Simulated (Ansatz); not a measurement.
## Ti3Al under a change: biaxial strain −4.25 %, plane normal [001], relaxed out of plane

Consider Ti$_{3}$Al (space group P6_3/mmc, No. 194; a = 5.755 Å, c = 4.655 Å). Axes: x lies along a and z along c of the hexagonal cell.

Perturbation: compressive biaxial strain of 4.25 % in the plane normal to [001], as in epitaxy on a mismatched substrate; the out-of-plane cell vector and the atoms relax.

Method: DFT with PBE, PAW potentials and a 420 eV plane-wave cutoff in Ansatz (a first-principles code), spin-orbit coupling left out, earlier PAW set. k-mesh 10×10×10 (Γ-centred); smearing 0.05 eV (Fermi–Dirac).

| quantity | base | changed | shift |
|---|---|---|---|
| volume per atom | 16.69 Å³ | 15.64 Å³ | -1.05 Å³ |
| space group | P6_3/mmc (No. 194) | P6_3/mmc (No. 194) | – |
| shortest interatomic distance | 5.337 bohr | 5.111 bohr | -0.2268 bohr |
| energy relative to the base (free energy F) | 0 meV/atom | +51 meV/atom | +51 meV/atom |
| pressure (mean of the normal stresses, compression positive) | 0.0 GPa | 8.4 GPa | +8.4 GPa |
| band gap | zero | zero | – |
| out-of-plane strain (rough) | – | +2.24 % | – |
| mean in-plane stress (compression positive) (rough) | – | +12.6 GPa | – |

Cost of the whole job for the changed cell (relaxation, final SCF and bands): around 3 core-minutes (rough).

Without a gap, meshes like the base's 10×10×10 leave anisotropic stresses uncertain by several tenths of a GPa, and small strain energies with them. Stability against distortions was not tested. The final runs are not spin-polarised.
